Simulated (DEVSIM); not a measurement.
Device: illuminated GaAs p-on-n cell, one wavelength, at 250 K.

Layer 1 from the left is GaAs, thickness (μm) 0.150, Na (cm⁻³) 6.8e17, τn (s) 5.7e-10, τp (s) 3e-10, absorption coefficient (cm⁻¹) 24000. Layer 2 from the left is GaAs, thickness (μm) 0.730, Nd (cm⁻³) 3.4e15, τn (s) 3e-9, τp (s) 3e-9, absorption coefficient (cm⁻¹) 24000.

Left contact: ohmic, minority electron recombination velocity 30 cm/s. Right contact: ohmic, minority hole recombination velocity 400 cm/s. Voltage is applied to the left contact. Recombination: SRH at mid-gap, radiative, Auger. Light enters at the left, 1.4e16 photons cm⁻² s⁻¹, one pass, no reflection. Mobility is μmin + (μ − μmin)/(1 + (N/Nref)^α).

This is a model device: material constants are rounded textbook-type values typed into the input, and sizes, dopings and lifetimes were drawn at random. Values at 300 K; Nc and Nv go as T^1.5, mobilities as T to minus their exponent, the gap by Varshni's rule with the affinity fixed.

GaAs: gap (eV) 1.424, affinity (eV) 4.07, permittivity 12.9, Nc (cm⁻³) 4.7e17, Nv (cm⁻³) 9e18, μn (cm²/Vs) 8500, μp (cm²/Vs) 400, μn,min 500, μp,min 20, Nref,n 6e16, Nref,p 1.5e17, αn 0.39, αp 0.38, T exponent of μn 2.1, T exponent of μp 2.2, B (cm³/s) 2e-10, Cn (cm⁶/s) 1e-30, Cp (cm⁶/s) 1e-30, Varshni α (eV/K) 0.000541, Varshni β (K) 204.

Model (solved in DEVSIM): 1D drift-diffusion, Boltzmann statistics, complete ionisation; no tunnelling, impact ionisation, image-force lowering or self-heating.

Q: What does the simulation give for the share of generated pairs collected at short circuit, the largest field in the device at zero bias?

A: share of generated pairs collected at short circuit 0.998; largest field in the device at zero bias 48000 V/cm.
